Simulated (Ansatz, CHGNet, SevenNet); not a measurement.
C axis length of MoP (model structure, started from the WC type, P-6m2, No. 187, 2 atoms in the cell) at several levels of theory

No measured value is used here.

```tsv
level (code)	value (Å)
CHGNet 0.3.0	3.206
SevenNet-0	3.194
SevenNet-l3i5	3.195
LDA (Ansatz)	?
PBE (Ansatz)	3.196
PBEsol (Ansatz)	3.174
PBE-D3(BJ) (Ansatz)	3.175
```

Task: Some entries are withheld; supply them.

Result: 
- LDA (Ansatz, a program for electronic structure), value (Å): 3.157

Ansatz's density-functional and Hartree–Fock values are scalar-relativistic unless marked +SOC, with PAW data made under PBE.

Machine-learned potentials (CHGNet 0.3.0, SevenNet-0, SevenNet-l3i5) are trained on DFT data: a solid inside that data is no test of them.

A model structure was made by putting elements into a prototype or built by hand; it is no filed structure, need not be a known phase, and can be a saddle point held by its symmetry.
